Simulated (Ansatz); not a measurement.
Electronic density of states of amorphous Hf10Si10O40, density 5.12 g/cm³, on a 2×2×2 Γ-centred mesh with a Gaussian width of 0.1 eV; energies count from the Fermi level, whose place inside the gap is arbitrary. Cell and mesh are small, so fine structure isn't converged. These are PBE, scalar-relativistic without spin-orbit coupling (plane waves to 420 eV, PAW; Ansatz, a first-principles code) values and carry that method's errors. Sampling: a 2×2×2 Γ-centred mesh; Fermi-Dirac width 0.02 eV; no spin polarisation. At PBE the levels at the filled edge of the gap are localised (band-tail or defect states).

A CHGNet melt-quench gave the starting glass, which DFT then relaxed. O atoms were pushed apart under 1.9 Å during the dynamics, to hinder bonds among them. The hot cell started wider than the set density and was brought back towards it in steps. It is the lowest in DFT energy of 2 quenches. It is a model cell: composition and starting density were chosen by hand, and all elements were melted together. No dispersion term was used. Its density started from a set value of 5.40 and ended at 5.12 g/cm³. Cooling (nominally 91 K/ps over its main leg) ran many orders faster than in experiment, which tends to leave more defects and strain. One small periodic cell is one sample of the glass; other quenches scatter about these values. Volume and shape were free in the relaxation.

(E - EF (eV), states/(eV atom)): (-12.00, 2.07); (-11.90, 1.07); (-11.80, 0.15); (-11.70, 0.00); (-11.60, 0.00); (-11.50, 0.00); (-11.40, 0.00); (-11.30, 0.00); (-11.20, 0.00); (-11.10, 0.00); (-11.00, 0.00); (-10.90, 0.00); (-10.80, 0.00); (-10.70, 0.00); (-10.60, 0.02); (-10.50, 0.13); (-10.40, 0.15); (-10.30, 0.10); (-10.20, 0.09); (-10.10, 0.09); (-10.00, 0.08); (-9.90, 0.08); (-9.80, 0.07); (-9.70, 0.02); (-9.60, 0.06); (-9.50, 0.12); (-9.40, 0.11); (-9.30, 0.07); (-9.20, 0.10); (-9.10, 0.12); (-9.00, 0.24); (-8.90, 0.24); (-8.80, 0.19); (-8.70, 0.10); (-8.60, 0.13); (-8.50, 0.17); (-8.40, 0.14); (-8.30, 0.11); (-8.20, 0.18); (-8.10, 0.10); (-8.00, 0.06); (-7.90, 0.11); (-7.80, 0.17); (-7.70, 0.13); (-7.60, 0.10); (-7.50, 0.24); (-7.40, 0.34); (-7.30, 0.40); (-7.20, 0.43); (-7.10, 0.50); (-7.00, 0.52); (-6.90, 0.41); (-6.80, 0.36); (-6.70, 0.45); (-6.60, 0.52); (-6.50, 0.53); (-6.40, 0.52); (-6.30, 0.50); (-6.20, 0.49); (-6.10, 0.53); (-6.00, 0.45); (-5.90, 0.38); (-5.80, 0.47); (-5.70, 0.53); (-5.60, 0.59); (-5.50, 0.71); (-5.40, 0.76); (-5.30, 0.74); (-5.20, 0.74); (-5.10, 0.78); (-5.00, 0.81); (-4.90, 0.85); (-4.80, 0.83); (-4.70, 0.77); (-4.60, 0.79); (-4.50, 0.82); (-4.40, 0.77); (-4.30, 0.80); (-4.20, 0.81); (-4.10, 0.80); (-4.00, 0.81); (-3.90, 0.87); (-3.80, 0.88); (-3.70, 0.80); (-3.60, 0.83); (-3.50, 0.83); (-3.40, 0.80); (-3.30, 0.92); (-3.20, 0.94); (-3.10, 0.84); (-3.00, 0.82); (-2.90, 0.81); (-2.80, 0.79); (-2.70, 0.89); (-2.60, 0.94); (-2.50, 0.73); (-2.40, 0.59); (-2.30, 0.66); (-2.20, 0.54); (-2.10, 0.17); (-2.00, 0.01); (-1.90, 0.00); (-1.80, 0.00); (-1.70, 0.00); (-1.60, 0.00); (-1.50, 0.00); (-1.40, 0.00); (-1.30, 0.00); (-1.20, 0.00); (-1.10, 0.00); (-1.00, 0.00); (-0.90, 0.00); (-0.80, 0.00); (-0.70, 0.00); (-0.60, 0.00); (-0.50, 0.00); (-0.40, 0.00); (-0.30, 0.00); (-0.20, 0.00); (-0.10, 0.00); (0.00, 0.00); (0.10, 0.00); (0.20, 0.00); (0.30, 0.00); (0.40, 0.00); (0.50, 0.00); (0.60, 0.00); (0.70, 0.00); (0.80, 0.00); (0.90, 0.00); (1.00, 0.00); (1.10, 0.00); (1.20, 0.00); (1.30, 0.00); (1.40, 0.00); (1.50, 0.00); (1.60, 0.00); (1.70, 0.00); (1.80, 0.00); (1.90, 0.00); (2.00, 0.01); (2.10, 0.03); (2.20, 0.07); (2.30, 0.13); (2.40, 0.20); (2.50, 0.23); (2.60, 0.28); (2.70, 0.35); (2.80, 0.31); (2.90, 0.32); (3.00, 0.46); (3.10, 0.37); (3.20, 0.30); (3.30, 0.38); (3.40, 0.51); (3.50, 0.59); (3.60, 0.63); (3.70, 0.60); (3.80, 0.52); (3.90, 0.51); (4.00, 0.49); (4.10, 0.46); (4.20, 0.50); (4.30, 0.54); (4.40, 0.53); (4.50, 0.52); (4.60, 0.53); (4.70, 0.52); (4.80, 0.48); (4.90, 0.49); (5.00, 0.55); (5.10, 0.52); (5.20, 0.47)

The level gap on this mesh is 4.29 eV; the broadening fills part of it in the curve.
